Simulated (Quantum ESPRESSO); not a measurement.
## Equation of state of rock-salt SrTe (space group 225): energy against volume (Quantum ESPRESSO, PBE)

```xyz
2
Lattice="0.0000 3.2708 3.2708 3.2708 0.0000 3.2708 3.2708 3.2708 0.0000" Properties=species:S:1:pos:R:3 pbc="T T T"
Sr     0.0000     0.0000     0.0000
Te     3.2708     3.2708     3.2708
```

Computed with PBE, PSlibrary PAW (PBE) pseudopotentials (plane waves; Quantum ESPRESSO). Settings: ecutwfc = 58 Ry; ecutrho = 406 Ry; occupations = smearing; smearing = fermi-dirac; degauss = 0.000734986 Ry; potentials = {Sr: Sr.pbe-spn-kjpaw_psl.1.0.0.UPF, Te: Te.pbe-n-kjpaw_psl.1.0.0.UPF}; K_POINTS = automatic 9 9 9 0 0 0; conv_thr = 1e-10 Ry; mixing_beta = 0.3. The cell above is the first row's. The rows scale it uniformly. In all rows fractional positions and the k mesh are held. E is the free energy at the stated smearing, counted from the lowest row.

| V (Å^3/atom) | E (meV/atom) |
|---|---|
| 34.991 | 26.51 |
| 35.752 | 14.03 |
| 36.512 | 5.72 |
| 37.273 | 1.18 |
| 38.034 | 0.00 |
| 38.794 | 1.87 |
| 39.555 | 6.48 |
| 40.316 | 13.56 |
| 41.077 | ? |

The 8 complete rows are fitted with the third-order Birch-Murnaghan form, a cubic in V^(-2/3), E against V. With u = V^(-2/3) - 0.0891, the rows have u = 0.0043751, 0.0030439, 0.0017607, 0.0005198, -0.0006797, -0.0018383, -0.0029611, -0.0040486. Least squares gives E = 0.277 + 1152.6·u + 1100821·u² + 1426983·u³. Residuals (row less fit): -0.001, 0.005, -0.007, 0.006, -0.002, 0.001, 0.001, 0.000; standard error 0.005 (degrees of freedom: 4). Its minimum lies at u = -0.0005241, so V0 = (0.0885759)^(-3/2) = 37.93. There d²E/du² = 2197000 and d³E/du³ = 8562000, so B0 = (4/9) × 37.93^(-7/3) × 2197000 × 0.160218 = 32.4 GPa (the last factor turns the table's units into GPa), and B0' = 4 + (2/3) × 0.0885759 × (8562000)/2197000 = 4.2. The program's pressures in the fitted runs (not shown) pass through zero at V = 37.88, 0.13 % from this V0.

Problem. What does the fit predict for E at V = 41.077, and how far is the calculated value from it?

Solution. u = -0.0051023, so E = 0.277 + 1152.6 × (-0.0051023) + 1100821 × (-0.0051023)² + 1426983 × (-0.0051023)³ = 22.865 meV/atom. The calculation gives 22.87 meV/atom, 0.005 meV/atom above the prediction (under 0.05 % of the range of E in the table). The row lies outside the fitted rows, so this is an extrapolation. From the scatter of the fitted rows alone, a prediction at this place has a standard error of 0.013 meV/atom, so the miss is 0.4 times that.

Carrying the step between the two nearest rows on in a straight line would have given 20.64, off by 2.23; series whose last step already gives the withheld value aren't shown. The scan was laid around a cell of about the measured size, scaled by a guess for this functional. The runs keep the symmetry of the cell, so they don't test it for distortions. Spin-orbit coupling is off. Cutoffs and mesh are single choices, not tested for convergence of this quantity. Series with a scatter that would blur these digits, or in which a gap closes, are not shown. Nor are scans whose minimum lies at an end fitted in this form.
